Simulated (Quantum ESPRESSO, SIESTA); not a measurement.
A Quantum ESPRESSO input for a self-consistent single point of RbReO₃ (P1, 5 atoms in the cell) (DFT, PBEsol, plane waves, PseudoDojo standard norm-conserving (PBESOL) pseudopotentials):

```fortran
&CONTROL
  calculation = 'scf',
  prefix = 'RbReO3',
  outdir = './tmp',
  pseudo_dir = './',
  tprnfor = .true.,
  tstress = .true.,
/
&SYSTEM
  ibrav = 0,
  nat = 5,
  ntyp = 3,
  ecutwfc = 85,
  occupations = 'smearing',
  smearing = 'fd',
  degauss = 0.0073499,
/
&ELECTRONS
  conv_thr = 1.0e-11,
/
ATOMIC_SPECIES
Rb    85.4678  Rb.upf
Re   186.2070  Re.upf
O     15.9990  O.upf
CELL_PARAMETERS {angstrom}
   4.0673270000     0.0000000000     0.0000000000
   0.0000000000     4.0673270000     0.0000000000
   0.0000000000     0.0000000000     4.0673270000
ATOMIC_POSITIONS {crystal}
Rb    0.0091920000   -0.0110650000    0.0027300000
Re    0.5005400000    0.4940550000    0.5141900000
O     0.4930030000    0.5117750000   -0.0163460000
O    -0.0041880000    0.5064440000    0.4975630000
O     0.5014530000   -0.0012090000    0.5018630000
K_POINTS {automatic}
8 8 8  0 0 0
```

Problem. Give the SIESTA input for the same structure, mesh, smearing and functional.

Solution. One input that does it (others would too):

```
# files in the folder: Rb.psml Re.psml O.psml (PseudoDojo PBEsol standard)
SystemName  RbReO3
SystemLabel siesta

NumberOfAtoms                5
NumberOfSpecies              3
%block ChemicalSpeciesLabel
  1 37 Rb
  2 75 Re
  3 8 O
%endblock ChemicalSpeciesLabel
LatticeConstant              1.0 Ang
%block LatticeVectors
     4.067327000    0.000000000    0.000000000
     0.000000000    4.067327000    0.000000000
     0.000000000    0.000000000    4.067327000
%endblock LatticeVectors
AtomicCoordinatesFormat      Bohr
%block AtomicCoordinatesAndAtomicSpecies
     0.070650945   -0.085047074    0.020983146  1
     3.847217557    3.797372977    3.952133287  2
     3.789287164    3.933571274   -0.125637548  3
    -0.032189530    3.892596493    3.824335936  3
     3.854234997   -0.009292536    3.857386312  3
%endblock AtomicCoordinatesAndAtomicSpecies

XC.functional                GGA
XC.authors                   PBEsol
PAO.BasisSize                DZP
PAO.EnergyShift              0.005 Ry
MeshCutoff                   300 Ry
%block kgrid.MonkhorstPack
    8   0   0  0.0
    0   8   0  0.0
    0   0   8  0.0
%endblock kgrid.MonkhorstPack
OccupationFunction           FD
ElectronicTemperature        1160.45 K

MaxSCFIterations             150
SCF.Mixer.Method             Pulay
SCF.Mixer.Weight             0.25
SCF.Mixer.History            8
SCF.DM.Tolerance             1.0E-05
Diag.ParallelOverK           true
WriteForces                  true
```

Basis settings and potentials, where a program has them, do not carry over. This input uses DFT, GGA PBEsol, numerical atomic orbitals DZP, PseudoDojo PBEsol standard norm-conserving potentials (rewritten from UPF to PSML).

The starting cell comes from a database of computed structures (which also holds hypothetical and non-ambient phases and stackings), without a prior relaxation at this level. Its lattice was rescaled by a random factor within 2.5 % of one. For this run, on top of that: atoms moved at random.
